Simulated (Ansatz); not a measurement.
Worked example: self-consistent single point of the (111) slab of AlNi (cut from a parent of space group no. 65; 10 atoms in the cell) in Ansatz (a quantum-chemistry and plane-wave program).

Computed with PBEsol, default PAW files made with PBE (plane waves; Ansatz).

```yaml
crystal:
  lattice:
    - [2.74374, 0.00000, 0.00000]
    - [2.72330, 4.13239, 0.00000]
    - [0.00000, 0.00000, 22.20671]
  atoms:
    - { symbol: Al, position: [0.50243, 0.51631, 0.31522] }
    - { symbol: Al, position: [0.94741, 0.07550, 0.40761] }
    - { symbol: Al, position: [0.39240, 0.63468, 0.50000] }
    - { symbol: Al, position: [0.83738, 0.19386, 0.59239] }
    - { symbol: Al, position: [0.28236, 0.75304, 0.68478] }
    - { symbol: Ni, position: [0.50243, 0.01631, 0.31522] }
    - { symbol: Ni, position: [0.94741, 0.57549, 0.40761] }
    - { symbol: Ni, position: [0.39240, 0.13468, 0.50000] }
    - { symbol: Ni, position: [0.83738, 0.69386, 0.59239] }
    - { symbol: Ni, position: [0.28236, 0.25304, 0.68478] }
```

Reference input (self-consistent single point, DFT, PBEsol, plane waves, default PAW files made with PBE): basis.ecutwfc = 30.9 Ry; kpoints.mp_grid.grid = 9 5 1; hamiltonian.xc = pbesol; hamiltonian.pseudopotentials = {kind: paw} (the program's default PAW files); scf.occupations.method = gaussian; scf.occupations.width = 0.0073 Ry. This run's input differs from it in these lines:

Ansatz 0.2 input:
```diff
@@ -19,3 +19,3 @@
 kpoints:
-  mp_grid: { grid: [9, 5, 1] }
+  mp_grid: { grid: [12, 7, 1] }
 hamiltonian:
```

Log, with long lists cut:

```
SCF iter   1: F=—  HF=-31651.566507 eV  |F-HF|=—  |Δ(HF+E_count)|=         —  Δρ=1.40e-2  dr2=3.85e-1  ethr=1.77e-3  ⟨swp⟩=9.8  Hψ=13269  notcnv=0  defer=17
all-band conjugate gradients solve this SCF's bands
preconditioner: auto → LDOS
SCF iter   2: F=—  HF=-31651.659918 eV  |F-HF|=—  |Δ(HF+E_count)|=   9.34e-2  Δρ=2.57e-2  dr2=1.03e0  ethr=3.67e-4  ⟨swp⟩=3.3  Hψ=6515  notcnv=0  defer=131  recentre
   [... lines left out ...]
SCF iter   7: F=—  HF=-31651.529115 eV  |F-HF|=—  |Δ(HF+E_count)|=   1.30e-4  Δρ=5.62e-5  dr2=6.74e-6  ethr=1.07e-8  ⟨swp⟩=2.3  Hψ=4097  notcnv=0  defer=125
SCF iter   8: F=—  HF=-31651.529117 eV  |F-HF|=—  |Δ(HF+E_count)|=   1.69e-6  Δρ=3.17e-5  dr2=2.41e-6  ethr=6.42e-9  ⟨swp⟩=2.1  Hψ=3602  notcnv=0  defer=125
SCF iter   9: F=—  HF=-31651.529117 eV  |F-HF|=—  |Δ(HF+E_count)|=   3.39e-7  Δρ=1.32e-5  dr2=4.24e-7  ethr=2.29e-9  ⟨swp⟩=1.7  Hψ=3155  notcnv=0  defer=125
SCF iter  10: F=-31651.529117 eV  HF=-31651.529117 eV  |F-HF|=1.92e-7  |Δ(HF+E_count)|=   3.19e-7  Δρ=2.66e-6  dr2=1.10e-8  ethr=9.52e-11  ⟨swp⟩=15.3  Hψ=13906  notcnv=0
SCF 1 converged in 10 iterations: F = -31651.529117 eV  dr2 = 1.10e-8
Free energy (F): -31651.529117 eV
Internal energy: -31651.505619 eV  (E = F + TS)
E sigma→0 (E₀):  -31651.517368 eV
Entropy (-TS):   -0.023498 eV (-2.350 meV/atom)
Fermi energy:    3.967877 eV
--- Forces (eV/Å), atoms counted from 1 ---
  atom   1  Al     0.01944184     0.21473418    -0.64565155
  atom   2  Al     0.00500727    -0.03658229    -0.37793986
  atom   3  Al     0.00000000     0.00000000     0.00000000
  atom   4  Al    -0.00500727     0.03658229     0.37793986
  atom   5  Al    -0.01944184    -0.21473418     0.64565155
  atom   6  Ni     0.01781555     0.10306782     0.64635977
  atom   7  Ni     0.00359674    -0.06769849     0.32277984
  atom   8  Ni     0.00000000     0.00000000     0.00000000
  atom   9  Ni    -0.00359674     0.06769849    -0.32277984
  atom  10  Ni    -0.01781555    -0.10306782    -0.64635977
--- Stress (GPa, compression-positive) ---
       -1.412326       0.280385      -0.217012
        0.280385      -2.363346      -1.387336
       -0.217013      -1.387336       0.141047
  P = ⅓ Tr σ = -1.2115 GPa (-12.115 kbar)
  The stress holds the Pulay correction. Without it, at fixed plane waves, as pw.x and ABINIT print it: P = -1.2378 GPa
```

The run converged in 10 iterations. Against the reference run the free energy hardly moves (within 1 meV/atom) and the largest force goes from 0.653 to 0.681 eV/Å.

The starting cell comes from a database of computed structures (which also holds hypothetical and non-ambient phases and stackings), without a prior relaxation at this level. The slab is cut from that crystal, and its faces are unrelaxed. Its lattice was rescaled by up to half a per cent. Spin polarisation is off.

Cost on one core of a shared machine: roughly 40 s.
